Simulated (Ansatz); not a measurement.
Density of states of SnS₂ (P-3m1) below the valence band maximum, PBEsol+D3BJ, rigid bands (Ansatz, an electronic-structure program); cell volume 63.5 Å³.

(energy from edge (eV), 10⁻³ states/eV/cell): (0.006, 294); (0.031, 295); (0.056, 323); (0.081, 356); (0.106, 391); (0.131, 428); (0.156, 466); (0.181, 509); (0.206, 559); (0.231, 616); (0.256, 683); (0.281, 756); (0.319, 894); (0.344, 1010); (0.369, 1310); (0.394, 1690); (0.419, 2040); (0.444, 2470); (0.469, 3760); (0.494, 3770); (0.519, 3920); (0.544, 3930); (0.569, 3870); (0.594, 3820)

**Question.** What effective density of states at 300 K does this give (∫ g(E) exp(−E/k_BT) dE, both spins, divided by the cell's size)?

**Answer.** 1.2e20 cm⁻³, a density-of-states mass of 2.9 mₑ, valleys and band degeneracy included.

Spin-orbit coupling is left out; where it splits the top of the valence band, N_v and the p-type Seebeck coefficient come out somewhat high without it. Geometry: cell and atoms relaxed with PBEsol+D3(BJ).
